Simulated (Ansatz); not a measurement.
Base system: BeTe in the rock salt structure (space group Fm-3m, No. 225; a = 5.3019 Å; a hypothetical phase, not in the database extracts checked). Axes: x, y, z lie along the cube axes.

All numbers come from PBEsol, PAW, 420 eV (Ansatz, a quantum-chemistry and plane-wave program; spin-orbit coupling left out).

Perturbation: an isotropic linear strain of +2.49 %; the atoms relax in the strained cell.

**Question.** Predict the stress tensor and what it implies for the stiffness.

**Answer.** Stress of the strained cell less that of the base (GPa, compression positive):
```
   -4.6     0.0     0.0
    0.0    -4.6     0.0
    0.0     0.0    -4.6
```

Then B = −ΔP/(ΔV/V₀) with ΔV/V₀ = 0.0766 gives secant stiffness values (nonlinear terms included at this strain): B ≈ 60 GPa.

As a check, the harmonic strain energy −½ V₀ Δσ:ε is 20 meV/atom; the computed energy rise is 22 meV/atom.

Stability against distortions was not tested. All final runs are without spin polarisation.
